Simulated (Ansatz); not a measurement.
Li on the 1x1 (10-10) surface of wurtzite ZnO (cut with top plane O + Zn), one in a 2x1 cell, energies for each (34.7 Å²). Energies are against an atom of bcc Li, without zero-point or thermal terms; each row is named by its start (#2, #3: further inequivalent places of a kind). No converged result for: 4 more starts.

Host crystal: wurtzite ZnO, with a band gap (PBE, scalar-relativistic without spin-orbit coupling).

All values below come from PBE (plane waves to 420 eV, PAW; Ansatz, a program for electronic structure).

Set-up: 33 atoms, 9.4 Å thick at the start under the adsorbate (thin: gaps and levels are the slab's own); mesh 3x4x1; 0.01 eV smearing; dipole correction on; 16 atoms held, the rest relaxed; each run with such symmetry as its start has; spin-polarised, no spin-orbit, no U, no dispersion correction.

A negative adsorption energy means that the adsorbate is more stable on the surface than in its reference. Starts that drift may end in the same place. Heights count from the host atoms within 0.3 Å of the top one.

```csv
starting site,E_ads (eV),height (Å),nearest host atom (Å),bonded to,change of the vacuum step (eV),lateral drift (Å),moment (μB)
top O,-0.46,1.62,O 1.74,O,-2.38,0.8,0.0
top Zn,-0.46,1.61,O 1.74,O,-2.38,2.6,0.0
top Zn #2,-0.95,1.10,O 1.88,2 O + Zn,-2.46,0.4,0.0
over O at depth 0.9 Å,-0.95,1.10,O 1.88,2 O + Zn,-2.46,2.4,0.0
```
